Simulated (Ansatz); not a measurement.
## Pressure series in Lu3SnC

Base system: Lu3SnC in the anti-perovskite structure (space group Pm-3m, No. 221; a = 4.684 Å; a cell from a computed database, its experimental status unchecked).

Cell and atoms are relaxed at each pressure.

The values are results of DFT with PBEsol, PAW potentials and a 420 eV plane-wave cutoff in Ansatz (a first-principles code), no spin-orbit coupling, not measurements.

| P (GPa) | V (Å³/atom) |
|---|---|
| -2.01 | 21.000 |
| -1.01 | 20.771 |
| 2.98 | 19.968 |
| 6.99 | 19.296 |
| 15.00 | 18.218 |
| 30.00 | 16.758 |
| 50.00 | 15.406 |
| 75.00 | 14.202 |
| 100.00 | 13.272 |

A third-order Birch–Murnaghan fit to these points gives V₀ = 20.54 Å³/atom, B₀ = 100 GPa and B₀′ = 3.8. At pressure 100 GPa the volume is 64.6 % of V₀.

Load acts through the strain it causes; cell and atoms are relaxed under it. Whether these cells are dynamically stable was not tested. No other phases were tried under pressure. The final runs are not spin-polarised. An odd electron count without spin: Lu3SnC.
